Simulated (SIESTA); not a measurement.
A self-consistent single point of LaMg6B (Amm2, 8 atoms in the cell) with SIESTA

Method of the run: GGA PBEsol, numerical atomic orbitals DZP, PseudoDojo PBEsol standard norm-conserving potentials (rewritten from UPF to PSML) (SIESTA 5.4.2).

Input as run:

```
# files in the folder: La.psml Mg.psml B.psml (PseudoDojo PBEsol standard)
SystemName  LaMg6B
SystemLabel LaMg6B

NumberOfAtoms                8
NumberOfSpecies              3
%block ChemicalSpeciesLabel
  1 57 La
  2 12 Mg
  3 5 B
%endblock ChemicalSpeciesLabel
LatticeConstant              4.779100 Ang
%block LatticeVectors
     1.000000000    0.000000000    0.000000000
     0.000000000    0.677260363    1.229154025
     0.000000000   -0.677260363    1.229154025
%endblock LatticeVectors
AtomicCoordinatesFormat      Bohr
%block AtomicCoordinatesAndAtomicSpecies
     0.000000000   -0.000000000   17.879269600  1
     0.000000000    2.929665411   12.774934834  2
     0.000000000   -2.929665411   12.774934834  2
     0.000000000    0.000000000    7.465458694  2
     4.515595061    2.868623069    9.549952588  2
     4.515595061   -2.868623069    9.549952588  2
     4.515595061    0.000000000    3.874596596  2
     4.515595061    0.000000000   14.936911780  3
%endblock AtomicCoordinatesAndAtomicSpecies

XC.functional                GGA
XC.authors                   PBEsol
PAO.BasisSize                DZP
PAO.EnergyShift              0.01 Ry
MeshCutoff                   350 Ry
%block kgrid.MonkhorstPack
    4   0   0  0.0
    0   3   0  0.0
    0   0   3  0.0
%endblock kgrid.MonkhorstPack
OccupationFunction           FD
ElectronicTemperature        1160.45 K

MaxSCFIterations             150
SCF.Mixer.Method             Pulay
SCF.Mixer.Weight             0.25
SCF.Mixer.History            6
SCF.DM.Tolerance             1.0E-04
Diag.ParallelOverK           true
WriteForces                  true
Charge.Mulliken              end
```

Log, with long lists cut:

```
reinit: Reading from file input.fdf

reinit: System Name: LaMg6B
reinit: System Label: LaMg6B

coor:   Atomic-coordinates input format  =     Cartesian coordinates
coor:                                            (in Bohr units)

siesta: Atomic coordinates (Bohr) and species
siesta:      0.00000  -0.00000  17.87927  1        1
siesta:      0.00000   2.92967  12.77493  2        2
siesta:      0.00000  -2.92967  12.77493  2        3
siesta:      0.00000   0.00000   7.46546  2        4
siesta:      4.51560   2.86862   9.54995  2        5
siesta:      4.51560  -2.86862   9.54995  2        6
siesta:      4.51560   0.00000   3.87460  2        7
siesta:      4.51560   0.00000  14.93691  3        8

siesta: System type = bulk

initatomlists: Number of atoms, orbitals, and projectors:      8    86    88

siesta: ******************** Simulation parameters ****************************
redata: Spin configuration                          = none
redata: Time-Reversal Symmetry                      = T
redata: Number of Atomic Species                    =        3
redata: Mesh Cutoff                                 =   350.0000 Ry
redata: Net charge of the system                    =     0.0000 |e|
redata: Min. number of SCF Iter                     =        0
redata: Max. number of SCF Iter                     =      150
redata: SCF convergence failure will abort job
redata: SCF mix quantity                            = Hamiltonian
redata: Mix DM or H after convergence               =   F
redata: Recompute H after scf cycle                 =   F
redata: Mix DM in first SCF step                    =   T
redata: No kicks to SCF
redata: DM Mixing Weight for Kicks                  =     0.5000
redata: Require Harris convergence for SCF          =   F
redata: Harris energy tolerance for SCF             =     0.000100 eV
redata: Require DM convergence for SCF              =   T
   [... lines left out ...]
diag: Parallel distribution                         =     1 x     1
diag: Used triangular part                          = Lower
diag: Absolute tolerance                            =  0.100E-15
diag: Orthogonalization factor                      =  0.100E-05
diag: Memory factor                                 =  1.0000

superc: Internal auxiliary supercell:     5 x     5 x     5  =     125
superc: Number of atoms, orbitals, and projectors:   1000  10750  11000

                        Single-point calculation

superc: Internal auxiliary supercell:     5 x     5 x     5  =     125
superc: Number of atoms, orbitals, and projectors:   1000  10750  11000

outcell: Unit cell vectors (Ang):
        4.779100    0.000000    0.000000
        0.000000    3.236695    5.874250
        0.000000   -3.236695    5.874250

outcell: Cell vector modules (Ang)   :    4.779100    6.706937    6.706937
outcell: Cell angles (23,13,12) (deg):     57.7093     90.0000     90.0000
outcell: Cell volume (Ang**3)        :    181.7315
new_DM -- step:     1
Initializing Density Matrix...

Attempting to read DM from file... Failed...
DM filled with atomic data:

InitMesh: MESH = 60 x 72 x 72 = 311040
InitMesh: Mesh cutoff (required, used) =   350.000   415.205 Ry

stepf: Fermi-Dirac step function
        iscf     Eharris(eV)        E_KS(eV)     FreeEng(eV)     dDmax    Ef(eV) dHmax(eV)
   scf:    1   -10674.185580   -10703.498411   -10703.613337  1.768824 -3.747823  8.905861
   scf:    2   -10708.106054   -10708.598093   -10708.714617  0.435432 -3.560536  2.589133
   scf:    3   -10708.965782   -10708.909654   -10709.020333  0.089529 -3.592543  1.872992
   scf:    4   -10709.011767   -10708.966376   -10709.080864  0.046655 -3.614762  0.948087
   scf:    5   -10708.991507   -10708.980689   -10709.097012  0.040096 -3.640102  0.113564
   scf:    6   -10708.981912   -10708.981430   -10709.097773  0.002544 -3.641724  0.039051
   scf:    7   -10708.981435   -10708.981453   -10709.097867  0.002431 -3.642474  0.004609
   scf:    8   -10708.981395   -10708.981424   -10709.097870  0.000219 -3.642525  0.003463
   scf:    9   -10708.981408   -10708.981416   -10709.097871  0.000402 -3.642636  0.001658
   scf:   10   -10708.981417   -10708.981417   -10709.097871  0.000095 -3.642683  0.000762
SCF Convergence by DM+H criterion
max |DM_out - DM_in|         :     0.0000948919
max |H_out - H_in|      (eV) :     0.0007615668
SCF cycle converged after 10 iterations

Using DM_out to compute the final energy and forces

siesta: E_KS(eV) =           -10708.9814

siesta: E_KS - E_eggbox =    -10708.9814

siesta: Atomic forces (eV/Ang):
     1    0.000000    0.000000    0.023740
     2   -0.000000    0.197361    0.057655
     3   -0.000000   -0.197361    0.057655
     4   -0.000000    0.000000   -0.195913
     5   -0.000000    0.250513    0.031061
     6   -0.000000   -0.250513    0.031061
     7    0.000000    0.000000    0.139368
     8    0.000000   -0.000000   -0.127375
   Tot   -0.000000   -0.000000    0.017250
   Max    0.250513
   Res    0.109275    sqrt( Sum f_i^2 / 3N )
   Max    0.250513    constrained

Stress tensor Voigt[x,y,z,yz,xz,xy] (kbar):       -7.98        2.22       -6.39        0.00       -0.00       -0.00
(Free)E + p*V (eV/cell)   -10708.6386
Target enthalpy (eV/cell)   -10709.0979

siesta: Program's energy decomposition (eV):
siesta: Ebs     =     -2957.490876
siesta: Eions   =     13357.600558
siesta: Ena     =      1156.892439
siesta: Ekin    =      5769.328974
siesta: Enl     =     -2827.398724
siesta: Eso     =         0.000000
siesta: Edftu   =         0.000000
siesta: DEna    =        70.641950
siesta: DUscf   =         2.417889
siesta: DUext   =         0.000000
siesta: Ex      =     -1420.766576
siesta: Ec      =      -102.496810
siesta: Exc     =     -1523.263386
siesta: Eharris =    -10708.981417
siesta: Etot    =    -10708.981417
siesta: FreeEng =    -10709.097871

siesta: Atomic forces (eV/Ang):
siesta:      1    0.000000    0.000000    0.023740
siesta:      2   -0.000000    0.197361    0.057655
siesta:      3   -0.000000   -0.197361    0.057655
siesta:      4   -0.000000    0.000000   -0.195913
siesta:      5   -0.000000    0.250513    0.031061
siesta:      6   -0.000000   -0.250513    0.031061
siesta:      7    0.000000    0.000000    0.139368
siesta:      8    0.000000   -0.000000   -0.127375
siesta: ----------------------------------------
   [... lines left out ...]
siesta: Cell volume =        181.731544 Ang**3
siesta:           4.04868655          0.83310325  kBar
   [... lines left out ...]

Species: La
Atom  Qatom  Qorb
               5s      6s      6s      5py     5pz     5px     6py     6pz
               6px     5dxy    5dyz    5dz2    5dxz    5dx2-y2 5dxy    5dyz
               5dz2    5dxz    5dx2-y2
   1 10.668   1.916   0.315   0.079   1.913   1.928   1.916   0.115   0.199
              0.269   0.277   0.509   0.433   0.439   0.421   0.021  -0.075

             -0.036   0.024   0.007

Species: Mg
Atom  Qatom  Qorb
               2s      3s      3s      2py     2pz     2px     3py     3pz
               3px
   2  9.992   1.989   1.088  -0.150   2.018   2.022   2.021   0.306   0.361
              0.339
   3  9.992   1.989   1.088  -0.150   2.018   2.022   2.021   0.306   0.361
   [... 9 lines left out ...]

Species: B
Atom  Qatom  Qorb
               2s      2s      2py     2pz     2px     2py     2pz     2px
               3Pdxy   3Pdyz   3Pdz2   3Pdxz   3Pdx2-y2
   8  3.112   1.166   0.130   0.431   0.566   0.802   0.031   0.011  -0.047
              0.004  -0.005  -0.002   0.019   0.005

mulliken: Qtot =       74.000

Mulliken Atomic Populations:
Atom #   charge [q] valence [e]  Species
     1     0.331557   10.668443  La
     2     0.007673    9.992327  Mg
     3     0.007673    9.992327  Mg
     4    -0.261814   10.261814  Mg
     5     0.022029    9.977971  Mg
     6     0.022029    9.977971  Mg
     7    -0.016850   10.016850  Mg
     8    -0.112295    3.112295  B
 Total     0.000000
```

The run converged in 10 iterations.

The starting cell comes from a database of computed structures (which also holds hypothetical and non-ambient phases and stackings), without a prior relaxation at this level. Values carry the incompleteness of an atom-centred basis.

Cost on one core of a shared machine: roughly 30 s.
